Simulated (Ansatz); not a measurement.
Consider W in the bcc (W type) structure (space group Im-3m, No. 229; a = 3.1837 Å).

Calculations: PBE in Ansatz (plane waves to 420 eV, PAW, no spin-orbit coupling), earlier PAW set.

For the base:

- Lattice parameter a: 3.184 Å

It is then changed as follows: a hydrostatic pressure of 45 GPa.

Question: What does the calculation give for the lattice parameter a after the change?

Answer: The lattice parameter a shrinks by 0.121 Å (3.184 Å → 3.063 Å).

Load acts through the strain it causes; cell and atoms are relaxed under it. Stability against distortions was not tested. No other phases were tried under pressure. The final runs are not spin-polarised.

Ansatz is a quantum-chemistry and plane-wave program.
